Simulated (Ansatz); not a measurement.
## HgS: tensor shear ε_xy = +0.29 %

Take HgS in the zinc blende structure (space group F-43m, No. 216; a = 5.876 Å) as the base. Axes: x, y, z lie along the cube axes.

The change: a pure shear with ε_xy = ε_yx = 0.0029, atoms relaxed at fixed cell.

Computed with DFT with PBEsol, PAW potentials and a 420 eV plane-wave cutoff in Ansatz (a first-principles code), without spin-orbit coupling. Γ-centred 10×10×10 mesh, Fermi–Dirac width 0.05 eV.

```csv
quantity,base,changed,shift
volume per atom,25.36 Å³,25.36 Å³,0.00 Å³
shortest interatomic distance,2.544 Å,2.544 Å,0.000 Å
energy relative to the base (free energy F),0 meV/atom,+0.1 meV/atom,+0.1 meV/atom
"pressure (mean of the normal stresses, compression positive)",0.0 GPa,0.0 GPa,0.0 GPa
band gap,zero,zero,–
"stress (xx, yy, zz, yz, xz, xy; compression positive) (rough)",–,"(0.0, 0.0, 0.0, 0.0, 0.0, -0.1) GPa",–
```

Final structure:

```yaml
crystal:
  lattice:
    - [0.00852, 2.93793, 2.93793]
    - [2.93793, 0.00852, 2.93793]
    - [2.94645, 2.94645, 0.00000]
  atoms:
    - { symbol: Hg, position: [0.00080, 0.00080, 0.99920] }
    - { symbol: S, position: [0.24920, 0.24920, 0.25080] }
```

Without a gap, meshes like the base's 10×10×10 leave anisotropic stresses uncertain by several tenths of a GPa, and small strain energies with them. With Hg present, leaving out spin-orbit coupling can change the band edges. The cells carry an imposed strain or load. Whether these cells are dynamically stable was not tested. The final runs are not spin-polarised. A zero or small gap of HgS can be the functional's error rather than a property of the material.
